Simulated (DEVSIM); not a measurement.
Device: Schottky contact on n-type Si, at 250 K.

```
layer (left to right)  material  thickness (μm)  Nd (cm⁻³)  τn (s)  τp (s)
---------------------  --------  --------------  ---------  ------  ------
1                            Si            1.70     9.2e15    7e-5    7e-5
```

Left contact: Schottky, work function 4.67 eV, emission velocity 5.2e6 cm/s. Right contact: ohmic. Voltage is applied to the left contact. Recombination: SRH at mid-gap, radiative, Auger. Gap narrowing is on: ΔEg = 6.92 meV × (l + √(l² + 0.5)), l = ln(N/1.3e17 cm⁻³), shared equally by both band edges. Mobility is constant in doping. Where it depends on doping, it is μmin + (μ − μmin)/(1 + (N/Nref)^α).

Constants are typed, rounded textbook-type inputs, not results; the design itself was drawn at random and stands for no fabricated device. Values at 300 K; Nc and Nv go as T^1.5, mobilities as T to minus their exponent, the gap by Varshni's rule with the affinity fixed. The table also holds parameters that only a changed run uses.

```tsv
parameter	Si
gap (eV)	1.124
affinity (eV)	4.05
permittivity	11.7
Nc (cm⁻³)	2.86e19
Nv (cm⁻³)	3.1e19
μn (cm²/Vs)	1417
μp (cm²/Vs)	470
μn,min	52
μp,min	45
Nref,n	9.7e16
Nref,p	2.2e17
αn	0.68
αp	0.72
T exponent of μn	2.3
T exponent of μp	2.2
B (cm³/s)	4.7e-15
Cn (cm⁶/s)	2.8e-31
Cp (cm⁶/s)	9.9e-32
Varshni α (eV/K)	0.000473
Varshni β (K)	636
```

DEVSIM, 1D drift-diffusion, Boltzmann statistics, complete ionisation; no tunnelling, impact ionisation, image-force lowering or self-heating. Metal contacts follow the ideal Schottky-Mott rule: no Fermi-level pinning, no interface dipoles.

Base results: potential step across the device at zero bias (V) 0.452; dark forward voltage at 100 A/cm² (V) 0.370; largest field in the device at zero bias (V/cm) 35000.

Problem. What follows from this one change: thickness of layer 1 1.7 → 8.5 μm?

Solution. potential step across the device at zero bias little changed (0.452 V); dark forward voltage at 100 A/cm² 0.370 → 0.392 V; largest field in the device at zero bias little changed (35000 V/cm).

Problem. What follows from this one change: metal work function 4.67 → 4.82 eV?

Solution. potential step across the device at zero bias 0.452 → 0.602 V; dark forward voltage at 100 A/cm² 0.370 → 0.520 V; largest field in the device at zero bias 35000 → 41000 V/cm.

Problem. What follows from this one change: temperature 250 → 450 K?

Solution. potential step across the device at zero bias 0.452 → 0.284 V; dark forward voltage at 100 A/cm² 0.370 → 0.157 V; largest field in the device at zero bias 35000 → 26000 V/cm.

Problem. What follows from this one change: doping Nd of layer 1 9.2e+15 → 9.2e+16 cm^-3?

Solution. potential step across the device at zero bias 0.452 → 0.501 V; dark forward voltage at 100 A/cm² 0.370 → 0.359 V; largest field in the device at zero bias 35000 → 120000 V/cm.

Problem. What follows from this one change: metal work function 4.67 → 4.72 eV?

Solution. potential step across the device at zero bias 0.452 → 0.502 V; dark forward voltage at 100 A/cm² 0.370 → 0.420 V; largest field in the device at zero bias little changed (37000 V/cm).
